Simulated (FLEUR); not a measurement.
Input and output of a self-consistent single point for Yb (Fm-3m, 1 atom in the cell) (FLEUR).

Method of the run: PBE, all-electron FLAPW (FLEUR), scalar-relativistic valence with spin-orbit coupling in second variation (FLEUR).

```
CELL_PARAMETERS angstrom
      0.00000     2.69452     2.69452
      2.69452     0.00000     2.69452
      2.69452     2.69452     0.00000
ATOMIC_POSITIONS crystal
  Yb 0.00000 0.00000 0.00000
```

Reference input (self-consistent single point, DFT, PBE, all-electron FLAPW (FLEUR), scalar-relativistic valence): Kmax = 3.8 1/bohr; GmaxXC = 15.2 1/bohr; xcFunctional = pbe; jspins = 1; l_soc = F; mode = hist; fermiSmearingEnergy = 0.00367493 Htr; mesh (inpgen div1-3) = 9 9 9; inpgen gamma flag = false; Gmax = 15.2 1/bohr; numbands = 0; maxIterBroyd = 40. This run's input differs from it in these lines:

```diff
@@ -14,2 +14,3 @@
 &kpt div1=9 div2=9 div3=9 /
+&soc 0.0 0.0 /
 &end /
@@ -27,5 +28,5 @@
       <magnetism jspins="1"/>
-      <soc l_soc="F" theta="0.0" phi="0.0" spav="F"/>
+      <soc l_soc="T" theta="0.0" phi="0.0" spav="F"/>
       <expertModes spex="0" secvar="F"/>
-      <geometryOptimization l_f="T" forcealpha="1.0" forcemix="BFGS" epsdisp="0.00001" epsforce="0.00001"/>
+      <geometryOptimization l_f="F" forcealpha="1.0" forcemix="BFGS" epsdisp="0.00001" epsforce="0.00001"/>
       <ldaU l_linMix="F" mixParam="0.05" spinf="1.0"/>
```

The program printed (abridged):

```
 Iteration:     1   Distance:      95.00216564 me/bohr^3
 Iteration:     2   Distance:      19.38914876 me/bohr^3
 Iteration:     3   Distance:      14.87662068 me/bohr^3
 Iteration:     4   Distance:      28.41299061 me/bohr^3
 Iteration:     5   Distance:       8.62829712 me/bohr^3
   [... 91 lines left out ...]
 Iteration:    97   Distance:       0.00001069 me/bohr^3
 Iteration:    98   Distance:       0.00001070 me/bohr^3
 Iteration:    99   Distance:       0.00001070 me/bohr^3
 Iteration:   100   Distance:       0.00001070 me/bohr^3
 Run finished successfully
 Stop message:
   all done

[file out, last iteration]
             iter=    100
[...]
          total density-effective poten   -2.4250501083E+04
          total charge density-energy d   -2.9462668138E+02
 Updated energy parameters for spin:           1
[...]
 fermi energy and band-weighting factors:
   [... 7 lines left out ...]

[...]
FERMIE:
   [... lines left out ...]
          first approx. to ef    (T=0)  :   0.200571 htr   (energy of the highest occ. eigenvalue)
FERHIS:  Fermi-Energy by histogram:
          bandgap                     :   0.006645 htr
          charge neutrality (T=0)     :   0.000000    (zero if the highest occ. eigenvalue is "entirely" occupied)
     EF_NEWTON:  Adjust Fermi-Energy by Newton-Method.
 Direct bandgap for spin            1 :    1.1594087793417751E-002  Htr
   [... lines left out ...]
          density-effective potential i   -24250.5010832295
          charge density-ex.-corr.energ     -294.6266813760
 ---->    total energy=                   -14075.9482967527 htr
 ---->    (input%tkb*entropy) TS=              0.0041343489 htr
 ---->    free energy=                    -14075.9524311016 htr
      extrapolation for T->0
 ---->    total electron energy=          -14075.9503639272 htr
 ***** TOTAL FORCES ON ATOMS *****
 TOTAL FORCE FOR ATOM TYPE=  1  X=  0.000   Y=  0.000   Z=  0.000
                       FX_TOT= 0.000000 FY_TOT= 0.000000 FZ_TOT= 0.000000
No new postions, force convergence required= 0.00001; max force distance= 0.00000
---->    distance of charge densities for spin  1                 it=  100:     0.000011 me/bohr**3
GENERALIZED ANDERSON MIXING: alpha=   0.05000 History-length=21
     ******* it=100  is completed********
```

The run ended unconverged after 100 iterations. 

The starting cell has typed, rounded lattice constants, without a prior relaxation at this level. Its lattice was rescaled by a random factor within 2.5 % of one. Values depend on the basis (sphere radii, cutoffs, local orbitals), which need not be converged.

Cost on one core of a shared machine: roughly 9 min.
